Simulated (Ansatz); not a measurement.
**ZrS2: response to strain and stress**

Start from ZrS$_{2}$ in the CdI2 type structure (space group P-3m1, No. 164; a = 3.674 Å, c = 5.860 Å; layered, stacked along the Cartesian z axis). Axes: x lies along a and z along c of the hexagonal cell.

Strains are applied to the cell and any free atomic positions relax; under biaxial strain the out-of-plane vector relaxes too; under stress the whole cell relaxes.

All numbers come from Ansatz (an electronic-structure program) r2SCAN+rVV10, no spin-orbit coupling.

Candidates:
(a) uniaxial stress, 3 GPa compression along z
(b) isotropic strain −0.27 %
(c) biaxial strain +4.46 %, plane normal [001], relaxed out of plane

Before the change:

| Item | Value |
|---|---|
| Band gap | 1.17 eV |

Problem. Order them by band gap, lowest first.

Solution. (a) uniaxial stress, 3 GPa compression along z (0.92 eV), (b) isotropic strain −0.27 % (1.14 eV), (c) biaxial strain +4.46 %, plane normal [001], relaxed out of plane (1.35 eV)

Gaps are Kohn–Sham eigenvalue differences; semilocal functionals usually give less than the measured gap. Stability under load was not tested beyond the relaxation.
